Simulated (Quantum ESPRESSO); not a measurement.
Variants of one calculation on ZnWO4 (P2/c, 12 atoms in the cell)

```yaml
crystal:
  lattice:
    - [4.67672, 0.00000, 0.00000]
    - [0.00000, 5.72971, 0.00000]
    - [-0.05050, 0.00000, 4.93619]
  atoms:
    - { symbol: Zn, position: [0.50000, 0.67636, 0.75000] }
    - { symbol: Zn, position: [0.50000, 0.32364, 0.25000] }
    - { symbol: W, position: [0.00000, 0.18113, 0.75000] }
    - { symbol: W, position: [0.00000, 0.81887, 0.25000] }
    - { symbol: O, position: [0.78269, 0.10643, 0.06492] }
    - { symbol: O, position: [0.21731, 0.89357, 0.93508] }
    - { symbol: O, position: [0.21731, 0.10643, 0.43508] }
    - { symbol: O, position: [0.78269, 0.89357, 0.56492] }
    - { symbol: O, position: [0.74307, 0.37611, 0.59734] }
    - { symbol: O, position: [0.25693, 0.62389, 0.40266] }
    - { symbol: O, position: [0.25693, 0.37611, 0.90266] }
    - { symbol: O, position: [0.74307, 0.62389, 0.09734] }
```

Base run A: LDA (PW92), PseudoDojo standard norm-conserving (LDA) pseudopotentials in Quantum ESPRESSO, self-consistent single point.

Its settings: ecutwfc = 85 Ry; occupations = smearing; smearing = gauss; degauss = 0.0036749 Ry; potentials = {Zn: Zn.upf, W: W.upf, O: O.upf}; K_POINTS = automatic 3 3 3 0 0 0; conv_thr = 1e-10 Ry.

The starting cell comes from a database of computed structures (which also holds hypothetical and non-ambient phases and stackings), without a prior relaxation at this level. Spin-orbit coupling is off. In the base run, with a pressure of about -10 GPa the cell is away from its equilibrium volume at this level.

ΔF is the free energy per atom less that of run A. A dash stands where there is no value to compare (another energy zero or no entropy term, no result, no spin, no clean gap, or a mesh too coarse for one). Absolute energies have different zeros for different potentials, functionals, Hubbard and dispersion terms and are not compared across them.

Runs:
- B: conv_thr: 1e-10 Ry → 7.3e-05 Ry
- C: ecutrho: default → 340 Ry
- D: ecutwfc: 85 Ry → 51 Ry
- E: K_POINTS: automatic 3 3 3 0 0 0 → automatic 2 2 2 0 0 0
- F: ecutwfc: 85 Ry → 95 Ry; input_dft: default → vdw-df2; potentials: PseudoDojo stringent norm-conserving (PBE) [vdW-DF2]
- G: diago_full_acc: default → true
- H: mixing_beta: default → 0.1

```
run  ΔF (meV/atom)  pressure (GPa)  largest force (eV/Å)  gap on the mesh (eV)  k-points
---  -------------  --------------  --------------------  --------------------  --------
A             0.00           -9.95                 0.405                 2.992        10
B             0.01           -9.99                 0.400                 2.996        10
C             0.00           -9.95                 0.405                 2.992        10
D           1527.7         -149.09                 0.408                 2.975        10
E              2.3          -10.00                 0.449                 2.844         8
F                –           13.96                 0.527                 3.065        10
G             0.00           -9.95                 0.405                 2.992        10
H             0.00           -9.95                 0.405                 2.992        10
```

Run E against A: The free energy goes up by 2.3 meV/atom, the pressure moves little (-9.95 to -10.00 GPa), the largest force goes from 0.405 to 0.449 eV/Å and the gap on the mesh goes from 2.992 to 2.844 eV.

Run B against A: The free energy hardly moves (within 1 meV/atom), the pressure hardly changes (-9.95 to -9.99 GPa), the largest force moves little (0.405 to 0.400 eV/Å) and the gap on the mesh moves little (2.992 to 2.996 eV).
